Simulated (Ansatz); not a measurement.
Worked calculations on one periodic cell of amorphous Zr₂₀O₄₅Ta₂: Zr20O45Ta2, 67 atoms, volume 839.8 Å³, made by a melt-quench on the CHGNet potential and relaxed with DFT. O atoms were pushed apart under 1.9 Å during the dynamics, to hinder bonds among them. It is a model cell: composition and starting density were chosen by hand, and all elements were melted together. Cycles of charging were run to anneal it. Calculation: PBE, scalar-relativistic without spin-orbit coupling (plane waves to 420 eV, PAW; Ansatz, a first-principles code). Sampling: a 2×2×2 Γ-centred mesh; Fermi-Dirac width 0.02 eV; no spin polarisation. Its volume was relaxed, its shape was free, and it stands at a mean pressure of 0.0 GPa with stress components up to 0.0 GPa; the relaxation ran on the zone centre alone. Its density went from a set 5.58 to 5.75 g/cm³. The cell is small and was quenched far faster than a real film, so it is one sample of the glass.

Task: Count formal charges (Zr +4, O -2, Ta +5). What does the count lead one to expect at the Fermi level, and what does the calculation give?

Result: 20 × (+4) + 45 × (-2) + 2 × (+5) = 0. The charges balance, so the anion-derived valence states can be full and a gap can open. On this mesh the highest filled and lowest empty level lie 2.93 eV apart, the PBE gap of this cell, with a localised state at one edge or both.

Four energies for an added electron at PBE on the zone centre alone (charged cells in a uniform background, spin-polarised): neutral at the neutral geometry -129177.827 eV; charged at the neutral geometry -129165.018 eV; charged and relaxed -129165.230 eV; neutral at the charged geometry -129177.440 eV.

Task: Find the two relaxation energies and their sum, the reorganisation energy.

Result: On charging: -129165.018 − (-129165.230) = 0.212 eV. On discharging: -129177.440 − (-129177.827) = 0.387 eV. The sum is 0.599 eV. The carrier's level spreads over 8 of the 67 atoms' worth, so it counts as partly localised, most on one Zr atom with neighbours O 2.06 Å, O 2.13 Å, O 2.14 Å, O 2.18 Å, O 2.23 Å, O 2.26 Å, O 2.44 Å (neutral geometry). The values are uncorrected: the image energy of a point charge in this cell, 2.84 × 14.40 / (2 × 9.4) = 2.2 eV before screening, is screened by electrons alone at the fixed geometry and by ions too after relaxing, and the carrier can be spread before it relaxes, so each term can be off by up to that value times 1/ε∞, some tenths of an eV. PBE's self-interaction favours spread-out carriers, so a hybrid can localise more.

Four energies for a hole at PBE on the zone centre alone (charged cells in a uniform background, spin-polarised): neutral at the neutral geometry -129177.827 eV; charged at the neutral geometry -129187.408 eV; charged and relaxed -129187.808 eV; neutral at the charged geometry -129176.772 eV.

Task: Find the two relaxation energies and their sum, the reorganisation energy.

Result: On charging: -129187.408 − (-129187.808) = 0.400 eV. On discharging: -129176.772 − (-129177.827) = 1.055 eV. The sum is 1.455 eV. The carrier's level spreads over 3 of the 67 atoms' worth, so it counts as localised, most on one O atom with neighbours Zr 1.92 Å, Zr 2.08 Å (neutral geometry). The values are uncorrected: the image energy of a point charge in this cell, 2.84 × 14.40 / (2 × 9.4) = 2.2 eV before screening, is screened by electrons alone at the fixed geometry and by ions too after relaxing, and the carrier can be spread before it relaxes, so each term can be off by up to that value times 1/ε∞, some tenths of an eV. PBE's self-interaction favours spread-out carriers, so a hybrid can localise more.
